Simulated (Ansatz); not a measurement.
The starting structures come from a database of crystals and need not be the phases stable at ambient conditions.

 Where the default PAW files enter, the runs use the earlier of Ansatz's two default sets.

Tunnelling through a barrier is set by its complex band structure: the current falls as exp(−2κd) with the smallest κ.

Data:

```
CELL_PARAMETERS angstrom
      5.47713     0.00000     0.00000
      0.00000     5.47713     0.00000
      0.00000     0.00000     3.95914
ATOMIC_POSITIONS crystal
  Na 0.00000 0.50000 0.50000
  Na 0.50000 0.00000 0.50000
  Ta 0.00000 0.00000 0.00000
  Ta 0.50000 0.50000 0.00000
  O  0.30338 0.80338 0.00000
  O  0.69662 0.19662 0.00000
  O  0.19662 0.30338 0.00000
  O  0.80338 0.69662 0.00000
  O  0.00000 0.00000 0.50000
  O  0.50000 0.50000 0.50000
```

Space group of this cell: P4/mbm. The cell is taken as given; by PBEsol its mean pressure is -0.6 GPa.

Transport runs along the normal of the first two printed cell vectors, the (001) plane of the conventional cell.

The gap is the functional's own. No spin-orbit coupling. Mid-gap values are interpolated on the energy grid.

Question: Compute, with Ansatz (a first-principles code) with PBEsol, the band gap and the smallest decay constant κ at mid-gap.

Answer: Gap 2.32 eV on a 6×6×8 mesh; κ = 0.241 1/Å, at the zone centre.
